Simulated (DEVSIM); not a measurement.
Device: isotype n-n heterojunction Al0.35Ga0.65As/GaAs, at 300 K.

Layer 1 from the left is Al0.35Ga0.65As, thickness (μm) 0.220, Nd (cm⁻³) 2.8e16, τn (s) 8.5e-10, τp (s) 8.5e-10. Layer 2 from the left is GaAs, thickness (μm) 0.480, Nd (cm⁻³) 8.5e15, τn (s) 8.5e-10, τp (s) 8.5e-10.

Left contact: ohmic. Right contact: ohmic. Voltage is applied to the left contact. Recombination: SRH at mid-gap, radiative. Mobility is μmin + (μ − μmin)/(1 + (N/Nref)^α).

Constants are typed, rounded textbook-type inputs, not results; the design itself was drawn at random and stands for no fabricated device. Values at 300 K.

Al0.35Ga0.65As: gap (eV) 1.8604, affinity (eV) 3.7935, permittivity 11.91, Nc (cm⁻³) 7.44e17, Nv (cm⁻³) 9e18, μn (cm²/Vs) 3495, μp (cm²/Vs) 176, μn,min 500, μp,min 20, Nref,n 6e16, Nref,p 1.5e17, αn 0.39, αp 0.38, B (cm³/s) 2e-10. GaAs: gap (eV) 1.424, affinity (eV) 4.07, permittivity 12.9, Nc (cm⁻³) 4.7e17, Nv (cm⁻³) 9e18, μn (cm²/Vs) 8500, μp (cm²/Vs) 400, μn,min 500, μp,min 20, Nref,n 6e16, Nref,p 1.5e17, αn 0.39, αp 0.38, B (cm³/s) 2e-10.

DEVSIM, 1D drift-diffusion, Boltzmann statistics, complete ionisation; no tunnelling, impact ionisation, image-force lowering or self-heating. Band offsets follow the typed affinities; no thermionic-emission limit at abrupt steps, no polarisation charge.

Q: What does the simulation give for the potential step across the device at zero bias?

A: potential step across the device at zero bias 0.295 V.
